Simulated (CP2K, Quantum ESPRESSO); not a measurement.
A Quantum ESPRESSO input for a self-consistent single point of TaAs (I4_1md, 4 atoms in the cell) (DFT, LDA (PZ), plane waves, PSlibrary PAW (LDA) pseudopotentials):

```fortran
&CONTROL
 calculation = 'scf'
 prefix = 'TaAs'
 outdir = './tmp'
 pseudo_dir = './'
 tprnfor = .true.
 tstress = .true.
/
&SYSTEM
 ibrav = 7
 celldm(1) = 6.59016286
 celldm(3) = 3.4079969857
 nat = 4
 ntyp = 2
 ecutwfc = 50
 ecutrho = 300
 occupations = 'smearing'
 smearing = 'fermi-dirac'
 degauss = 0.0099958
/
&ELECTRONS
 conv_thr = 1.0e-11
/
ATOMIC_SPECIES
Ta   180.9479  Ta.pz-spn-kjpaw_psl.1.0.0.UPF
As    74.9216  As.pz-n-kjpaw_psl.1.0.0.UPF
ATOMIC_POSITIONS {crystal}
Ta   -0.50000000    0.99997000    0.49997000
Ta    0.00000000    0.74997000    0.74997000
As   -0.50000000    0.58263000    0.08263000
As    0.00000000    0.33263000    0.33263000
K_POINTS {automatic}
8 8 8  0 0 0
```

Write the same calculation as an input for CP2K.

This is the input that was run; spellings and numerical settings could be chosen otherwise.

```
&GLOBAL
  PROJECT run
  RUN_TYPE ENERGY_FORCE
  PRINT_LEVEL LOW
&END GLOBAL
&FORCE_EVAL
  METHOD Quickstep
  STRESS_TENSOR ANALYTICAL
  &DFT
    BASIS_SET_FILE_NAME BASIS_MOLOPT
    POTENTIAL_FILE_NAME GTH_POTENTIALS
    &QS
      METHOD GPW
      EPS_DEFAULT 1E-10
    &END QS
    &MGRID
      CUTOFF 500
      REL_CUTOFF 40
      NGRIDS 5
    &END MGRID
    &SCF
      SCF_GUESS ATOMIC
      EPS_SCF 1E-6
      MAX_SCF 100
      ADDED_MOS 7
      &DIAGONALIZATION
        ALGORITHM STANDARD
      &END DIAGONALIZATION
      &MIXING
        METHOD BROYDEN_MIXING
        ALPHA 0.2
        NBUFFER 12
        BETA 1
      &END MIXING
      &SMEAR ON
        METHOD FERMI_DIRAC
        ELECTRONIC_TEMPERATURE [K] 1578.21
      &END SMEAR
    &END SCF
    &KPOINTS
      SCHEME MONKHORST-PACK 8 8 8
      GAMMA_CENTERED T
    &END KPOINTS
    &XC
      &XC_FUNCTIONAL PADE
      &END XC_FUNCTIONAL
    &END XC
    &PRINT
      &MO
        EIGENVALUES T
        OCCUPATION_NUMBERS T
        NDIGITS 8
        FILENAME mo
        &EACH
          QS_SCF 0
        &END EACH
        ADD_LAST NUMERIC
      &END MO
      &MULLIKEN OFF
      &END MULLIKEN
    &END PRINT
  &END DFT
  &SUBSYS
    &CELL
      A 6.43379500 0.00000000 0.00000000
      B 4.54351000 4.55524300 0.00000000
      C -5.48865300 -2.27762100 2.46593900
      PERIODIC XYZ
    &END CELL
    &COORD
      SCALED
      Ta       0.49997000     0.99997000     0.50000000
      Ta       0.74997000     0.74997000     0.00000000
      As       0.08263000     0.58263000     0.50000000
      As       0.33263000     0.33263000     0.00000000
    &END COORD
    &KIND Ta
      BASIS_SET DZVP-MOLOPT-SR-GTH
      POTENTIAL GTH-PADE-q13
    &END KIND
    &KIND As
      BASIS_SET DZVP-MOLOPT-SR-GTH
      POTENTIAL GTH-PADE-q5
    &END KIND
  &END SUBSYS
  &PRINT
    &FORCES ON
    &END FORCES
    &STRESS_TENSOR ON
    &END STRESS_TENSOR
  &END PRINT
&END FORCE_EVAL
```

Basis settings and potentials, where a program has them, do not carry over. This input uses DFT LDA (Pade form), GPW, DZVP-MOLOPT-SR-GTH basis, GTH-PADE potentials (GTH_POTENTIALS). LDA parametrisations can differ slightly between programs.

The starting cell comes from a database of computed structures (which also holds hypothetical and non-ambient phases and stackings), without a prior relaxation at this level. Its lattice was rescaled by a random factor within 2.5 % of one.
